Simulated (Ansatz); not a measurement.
Results of LDA in Ansatz (plane waves, PAW) for AlB2-type ZrB₂.

Settings: plane-wave cutoff 520 eV, 18×18×12 k mesh (along the axes of the cell as run), Fermi–Dirac smearing 0.1 eV, perturbation theory, scalar-relativistic PAW data made under PBE.

The cell has the measured lattice parameters. Conventional cell: a = 3.1650 Å, b = 3.1650 Å, c = 3.5200 Å, α = 90.00°, β = 90.00°, γ = 120.00°.

```xyz
3
Lattice="3.1650 0.0000 0.0000 -1.5825 2.7410 0.0000 0.0000 0.0000 3.5200" Properties=species:S:1:pos:R:3 pbc="T T T"
Zr     0.0000     0.0000     0.0000
B      1.5825     0.9137     1.7600
B      0.0000     1.8273     1.7600
```

Harmonic phonon frequencies (cm⁻¹; i marks an imaginary mode):

```tsv
q point	frequencies
Γ	0 0 0 449 449 464 555 760 760
M	226 231 288 513 524 534 677 687 720
K	243 261 261 534 534 629 639 639 725
A	210 210 237 404 404 491 620 763 763
```

No imaginary mode appears at these points.

Note: the cell isn't this level's own, so it is under some stress, which shifts stiffness and frequencies.

Ansatz is a program for electronic structure.
